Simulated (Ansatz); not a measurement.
Start from Sn in the diamond structure (space group Fd-3m, No. 227; a = 6.4734 Å).

All numbers come from LDA/PAW in Ansatz (a first-principles code), without spin-orbit coupling.

Base values:

The density is 5.81 g/cm³. The shortest interatomic distance is 2.803 Å.

It is then changed as follows: a hydrostatic pressure of 9 GPa.

Question: What does the calculation give for the valley order after the change?

Answer: The valley order (the lowest conduction-band minima on the path, energy above the VBM, named in the base's zone) comes out as L along ⟨111⟩ 0.11 eV; Γ 0.14 eV; a point along ⟨100⟩, about 0.7 Å⁻¹ from Γ 0.30 eV.

Question: What does the calculation give for the electron mass after the change?

Answer: The electron mass amounts to 1.8 mₑ along k, 0.072 mₑ across (at L).

Question: What happens to the density?

Answer: The density grows by 0.89 g/cm³ to 6.70 g/cm³.

Question: Predict the new shortest interatomic distance.

Answer: The shortest interatomic distance decreases by 0.130 Å to 2.673 Å.

The levels and masses belong to the bands next to the band gap. Load acts through the strain it causes; cell and atoms are relaxed under it. Effective masses come from finite differences of ±0.01 Å⁻¹. Along k means along the line from Γ to the band edge. Stability against distortions was not tested. Tetrahedral semiconductors of this kind turn to denser phases somewhere between about 1 and 50 GPa; those were not computed, so compressed cells here can lie past the real transition.
